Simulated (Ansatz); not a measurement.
A constructed model of the (111) surface of fcc Ni, ferromagnetic, a layer of Ge in place of the third plane (bottom of the slab: a bare face, its two planes held)

The numbers are results of PBE (plane waves to 420 eV, PAW; Ansatz, a first-principles code), not measurements.

Set-up: 6 atoms, 10.1 Å thick at the start (thin: gaps and levels are the slab's own); mesh 17x17x1; 0.1 eV smearing; dipole correction on; 2 atoms held, the rest relaxed; symmetry of the start imposed; spin-polarised, ending with about 2.4 μB a cell; orders that need a larger cell were not tried, no spin-orbit, no U. In PBE it lies 0.05 eV a 1x1 cell over the lowest computed structure of the same composition (a layer of Ge in place of the second plane).

The work function of the top face is 5.18 eV and the energy released by relaxation is 0.016 eV. The magnetic moment of the cell is 2.43 μB. The cost is very roughly 13 core-minutes.
